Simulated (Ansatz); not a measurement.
## Alloy series in HfS2

Consider HfS2 in the CdI2 type structure (space group P-3m1, No. 164; a = 3.606 Å, c = 5.768 Å; layered, stacked along the Cartesian z axis).

The other end (x = 1) is TaS2 in the CdI2 type structure (space group P-3m1, No. 164; layered, stacked along the Cartesian z axis): 18.51 Å³/atom, gap zero.

Ta replaces a fraction x of Hf; each row is one arrangement (x, atoms in the cell, starting space group or random), fully relaxed.

Calculations: DFT with PBE-D3(BJ), PAW potentials and a 420 eV plane-wave cutoff in Ansatz (a program for electronic structure), no spin-orbit coupling.

| Ta fraction x | volume per atom (Å³/atom) |
|---|---|
| 0 | 21.646 |
| 0.25 (P-1, 12 atoms) | 20.686 |
| 0.333 (P-31m, 9 atoms) | ? |
| 0.5 (P2/m, 6 atoms) | 19.885 |
| 0.667 (R-3, 9 atoms) | 19.376 |
| 0.667 (C2/m, 9 atoms) | 19.422 |
| 1 | 18.507 |

Question: Fit V(x) = (1 − x) V(0) + x V(1) − b x(1 − x) with the ends held (b = 0 is Vegard's rule) to the rows shown and predict the withheld row.

Answer: Least squares on the printed values gives b = 0.76 Å³/atom, against 20.601 Å³/atom from the straight line alone (largest residual 0.038 Å³/atom); this predicts 20.432 Å³/atom, and the run gives 20.358 Å³/atom, 0.074 lower.

These are small ordered cells, not random alloys; other orderings at the same x differ. With Hf present, leaving out spin-orbit coupling can change the band edges. Stability against distortions was not tested. The final runs are not spin-polarised. An odd electron count without spin: Hf3TaS8, TaS2, Hf2TaS6 and HfTaS4.
